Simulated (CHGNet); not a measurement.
**CsCl-type FeAl**

These are the machine-learned potential CHGNet 0.3.0 (trained on PBE and PBE+U data) values and carry that method's errors.

Cell: relaxed at this level.

- lattice constant a = 2.870 Å
- volume per atom = 11.83 Å³/atom

Measured, for comparison: lattice constant a 2.910 Å, equilibrium volume per atom 12.32 Å³/atom (room temperature, not corrected to a static lattice; as tabulated in Liu et al. (2023), doi:10.1107/s2414314623010659). Computed (rounded) less measured: lattice constant a -1.4 %, equilibrium volume per atom -4.0 %. A static lattice is as a rule a little smaller and stiffer than an uncorrected measurement, which narrows the difference in the lattice constant a and would widen misses of the other sign.

A machine-learned potential is trained on density-functional data: it inherits that level's misses and adds fitting errors of its own.
